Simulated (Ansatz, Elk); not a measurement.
An Elk input for a self-consistent single point of V (Im-3m, 1 atom in the cell) (DFT, PBE, all-electron FP-LAPW, Elk's shipped species files, APW+lo basis with extra local orbitals):

```
tasks
  0

xctype
  20

rgkmax
  8.0

gmaxvr
  16.0

nxlo
  2

lorbcnd
  .true.

rmtscf
  0.98

lmaxi
  2

stype
  0

swidth
  0.00499791

maxscl
  100

avec
   -2.8300878593    2.8300878593    2.8300878593
    2.8300878593   -2.8300878593    2.8300878593
    2.8300878593    2.8300878593   -2.8300878593

sppath
  './'

atoms
  1
  'V.in'
  1
  0.0000000000  0.0000000000  0.0000000000    0.0 0.0 0.0

ngridk
  20 20 20
```

**Question.** Translate this input to Ansatz (a program for electronic structure).

**Answer.** One input that does it (others would too):

Ansatz 0.2 input:
```yaml
crystal:
  lattice:
    - [-1.497618, 1.497618, 1.497618]
    - [1.497618, -1.497618, 1.497618]
    - [1.497618, 1.497618, -1.497618]
  atoms:
    - { symbol: V, position: [0.000000, 0.000000, 0.000000] }
basis:
  ecutwfc: 420.0
kpoints:
  mp_grid: { grid: [20, 20, 20] }
hamiltonian:
  xc: pbe
  pseudopotentials: { kind: paw }
scf:
  occupations: { method: gaussian, width: 0.136 }
output:
  forces: true
  eigenvalues: true
  stress: true
```

Basis settings and potentials, where a program has them, do not carry over. This input uses DFT, PBE, plane waves, default PAW files.

The starting cell comes from a database of computed structures (which also holds hypothetical and non-ambient phases and stackings), without a prior relaxation at this level. Its lattice was rescaled by a random factor within 2.5 % of one. For this run, on top of that: lattice scaled by 0.98.
